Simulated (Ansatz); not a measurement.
# Habitual settings against a tight run: Ca₂CoN₂ (C2/m, 10 atoms in the cell)

Self-consistent single point.

```
CELL_PARAMETERS angstrom
      5.47727    -2.50548     0.00000
      5.47727     2.50548     0.00000
     -3.50401     0.00000     5.81789
ATOMIC_POSITIONS crystal
  Ca 0.32251 0.32251 0.40635
  Ca 0.67749 0.67749 0.59365
  Ca 0.95994 0.95994 0.22884
  Ca 0.04006 0.04006 0.77116
  Co 0.63317 0.63317 0.11958
  Co 0.36683 0.36683 0.88042
  N  0.80981 0.80981 0.38696
  N  0.19019 0.19019 0.61304
  N  0.52157 0.52157 0.80191
  N  0.47843 0.47843 0.19809
```
Moments meant for the start (each program seeds them in its own way; μB, in the order of the atoms Ca Ca Ca Ca Co Co N N N N): 0.0 0.0 0.0 0.0 3.0 3.0 0.0 0.0 0.0 0.0.

Method: PBEsol, default PAW files made with PBE (plane waves; Ansatz, a program for electronic structure).

Base settings: basis.ecutwfc = 420 eV; kpoints.mp_grid.grid = 4 4 3; hamiltonian.xc = pbesol; hamiltonian.pseudopotentials = {kind: paw} (the program's default PAW files); magnetization.spin_polarized = true; scf.occupations.method = methfessel_paxton; scf.occupations.width = 0.272 eV.

Tight run (finer mesh or higher cutoff; not a proven limit): basis.ecutwfc: 420 eV → 590 eV; kpoints.mp_grid.grid: 4 4 3 → 6 6 5; scf.convergence.dr2_threshold: default (1e-07 eV) → 1e-09 eV. It gave Fermi level (on the code's own zero) 9.27 eV; pressure -8.36 GPa; largest force (vector length) 1.053 eV/Å; size of the cell's spin moment 3.56 μB.

Quick runs, as changes from the base:
- A: the base itself
- B: basis.ecutwfc: 420 eV → 250 eV; kpoints.mp_grid.grid: 4 4 3 → 3 3 3; scf.convergence.dr2_threshold: default (1e-07 eV) → 0.001 eV
- C: kpoints.mp_grid.grid: 4 4 3 → 4 4 4; scf.convergence.dr2_threshold: default (1e-07 eV) → 0.0001 eV

Energies are extrapolated to zero smearing width, which holds to low order in the width alone.

Dashes: time of B, under 30 s.

The count of work is k-points × plane waves × bands × iterations; it is no time. Core times come from one kind of shared machine and are given to one figure; runs under 30 s give none.

Pressures in the table are Ansatz's without its Pulay estimate, at a fixed set of plane waves; the tight run's value above holds the estimate.

The starting cell comes from a database of computed structures (which also holds hypothetical and non-ambient phases and stackings), without a prior relaxation at this level. Its lattice was rescaled by a random factor within 2.5 % of one. The magnetic order is the one reached from the typed start; others were not searched systematically. The program warned that, by what it read of turns of the moments, another magnetic order lies lower. In the base run, with a pressure of about -8 GPa the cell is away from its equilibrium volume at this level. In the base run, forces exceed 1 eV/Å.

| run | energy less tight (meV/atom) | pressure less tight (GPa) | largest miss in a force vector (eV/Å) | count of work / tight | core time / tight (rough) |
|---|---|---|---|---|---|
| A | 2.5 | -0.22 | 0.032 | 0.16 | 0.2 |
| B | 1265.7 | -67.69 | 0.371 | 0.030 | – |
| C | 2.7 | -0.27 | 0.002 | 0.17 | 0.2 |

Among the runs at the tight run's level, the energy misses run from 2.5 to 1265.7 meV/atom.

Left out of this page: 3 runs of the series outside the window shown, repeating another row's setting, or not comparable.

Keys are those of Ansatz 0.2.
